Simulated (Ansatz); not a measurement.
Base system: SnS in the rock salt structure (space group Fm-3m, No. 225).

```yaml
crystal:
  lattice:
    - [0.00000, 2.87186, 2.87186]
    - [2.87186, 0.00000, 2.87186]
    - [2.87186, 2.87186, 0.00000]
  atoms:
    - { symbol: Sn, position: [0.50000, 0.50000, 0.50000] }
    - { symbol: S, position: [0.00000, 0.00000, 0.00000] }
```

Cartesian axes are those of the cell as printed.

Method: Kohn–Sham DFT with the PBEsol functional, run in Ansatz (an electronic-structure program) with PAW and 420 eV plane waves, no spin-orbit coupling.

Base values:

The shortest interatomic distance is 2.872 Å.

The change: a free-standing slab of 2 layers (4 atoms, 2 a layer) is cut normal to the z axis, with 15 Å of vacuum and the in-plane cell held at bulk.

Q: How does this affect the shortest interatomic distance and excess energy per area of both faces?

A: The shortest interatomic distance shrinks by 0.3184 Å to 2.553 Å; the excess energy per area of both faces (slab less bulk energy over the cell's area: twice a surface energy) is 0.20 J/m².

The excess energy carries the mismatch between the slab's and the bulk's meshes. Whether these cells are dynamically stable was not tested.
